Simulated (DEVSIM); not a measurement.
Structure: abrupt Si p-n junction, at 300 K.

| layer (left to right) | material | thickness (μm) | Nd (cm⁻³) | Na (cm⁻³) | τn (s) | τp (s) |
|---|---|---|---|---|---|---|
| 1 | Si | 1.80 | - | 3.5e15 | 4e-7 | 4e-7 |
| 2 | Si | 300 | 8.6e17 | - | 4e-7 | 4e-7 |

Left contact: ohmic. Right contact: ohmic. Voltage is applied to the left contact. Recombination: SRH at mid-gap, Auger. Mobility is constant in doping.

This is a model device: material constants are rounded textbook-type values typed into the input, and sizes, dopings and lifetimes were drawn at random. Values at 300 K.

```tsv
parameter	Si
gap (eV)	1.124
affinity (eV)	4.05
permittivity	11.7
Nc (cm⁻³)	2.86e19
Nv (cm⁻³)	3.1e19
μn (cm²/Vs)	1417
μp (cm²/Vs)	470
Cn (cm⁶/s)	2.8e-31
Cp (cm⁶/s)	9.9e-32
```

DEVSIM, 1D drift-diffusion, Boltzmann statistics, complete ionisation; no tunnelling, impact ionisation, image-force lowering or self-heating.

The doping Nd of layer 2 was swept, all else fixed.

```json
[
 {"doping Nd of layer 2 (cm^-3)": "2.6e16", "dark forward voltage at 1 A/cm² (V)": "0.537", "potential step across the device at zero bias (V)": "0.708", "dark forward voltage at 100 A/cm² (V)": "1.167", "largest field in the device at zero bias (V/cm)": "25000"},
 {"doping Nd of layer 2 (cm^-3)": "8.6e16", "dark forward voltage at 1 A/cm² (V)": "0.532", "potential step across the device at zero bias (V)": "0.739", "dark forward voltage at 100 A/cm² (V)": "0.814", "largest field in the device at zero bias (V/cm)": "28000"},
 {"doping Nd of layer 2 (cm^-3)": "2.6e17", "dark forward voltage at 1 A/cm² (V)": "0.531", "potential step across the device at zero bias (V)": "0.768", "dark forward voltage at 100 A/cm² (V)": "0.712", "largest field in the device at zero bias (V/cm)": "36000"},
 {"doping Nd of layer 2 (cm^-3)": "8.6e17", "dark forward voltage at 1 A/cm² (V)": "0.530", "potential step across the device at zero bias (V)": "0.798", "dark forward voltage at 100 A/cm² (V)": "0.677", "largest field in the device at zero bias (V/cm)": "55000"},
 {"doping Nd of layer 2 (cm^-3)": "2.6e18", "dark forward voltage at 1 A/cm² (V)": "0.530", "potential step across the device at zero bias (V)": "0.827", "dark forward voltage at 100 A/cm² (V)": "0.666", "largest field in the device at zero bias (V/cm)": "91000"},
 {"doping Nd of layer 2 (cm^-3)": "8.6e18", "dark forward voltage at 1 A/cm² (V)": "0.530", "potential step across the device at zero bias (V)": "0.858", "dark forward voltage at 100 A/cm² (V)": "0.662", "largest field in the device at zero bias (V/cm)": "160000"}
]
```

From the first row to the last the dark forward voltage at 1 A/cm² goes from 0.537 to 0.530. From the first row to the last the potential step across the device at zero bias goes from 0.708 to 0.858.
